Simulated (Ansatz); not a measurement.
Base system: BaTiO₃ in the cubic perovskite structure (space group Pm-3m, No. 221; a = 3.9699 Å). Axes: x, y, z lie along the cube axes.

Modification: biaxial strain +1.00 %, plane normal [111], relaxed out of plane (Cartesian); in-plane vectors clamped, the third vector and the atoms free.

All numbers come from PBEsol/PAW in Ansatz (a first-principles code), no spin-orbit coupling.

Problem. Give the band edges at the high-symmetry points of the new zone, measured from its valence-band maximum.

Solution. 
```json
[
 {"point": "Γ", "valence edge (eV)": "-0.05", "conduction edge (eV)": "1.73"},
 {"point": "L", "valence edge (eV)": "-0.65", "conduction edge (eV)": "1.90"},
 {"point": "T", "valence edge (eV)": "0.00", "conduction edge (eV)": "4.24"},
 {"point": "P₀", "valence edge (eV)": "0.00", "conduction edge (eV)": "4.24"},
 {"point": "P₂", "valence edge (eV)": "0.00", "conduction edge (eV)": "4.24"},
 {"point": "F", "valence edge (eV)": "-0.07", "conduction edge (eV)": "3.57"}
]
```

The gap is 1.73 eV, indirect, T → Γ.

Stability against distortions was not tested. All final runs are without spin polarisation. Many cubic perovskites are stable only at high temperature; tilts and polar distortions were not tested. This is not the structure that BaTiO3 has at room temperature and ambient pressure. k-point labels follow each cell's own Brillouin zone.
